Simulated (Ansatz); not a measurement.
Take WS2 in the 2H-MoS2 type structure (space group P6_3/mmc, No. 194; a = 3.170 Å, c = 12.493 Å; layered, stacked along the Cartesian z axis) as the base. Axes: x lies along a and z along c of the hexagonal cell.

The values are results of r2SCAN+rVV10 (Ansatz, a quantum-chemistry and plane-wave program; PAW; 500 eV plane waves; no spin-orbit coupling), earlier PAW set, not measurements.

For the base:

Pressure: 0.00 GPa

Now apply this change: tensor shear ε_yz = +0.32 % (engineering shear γ = 0.0064); the atoms relax in the strained cell.

Q: What does the calculation give for the largest internal atomic displacement and pressure after the change?

A: The largest internal atomic displacement comes out as 0.010 Å; the pressure (mean of the normal stresses, compression positive) is still 0.00 GPa.

Whether these cells are dynamically stable was not tested.
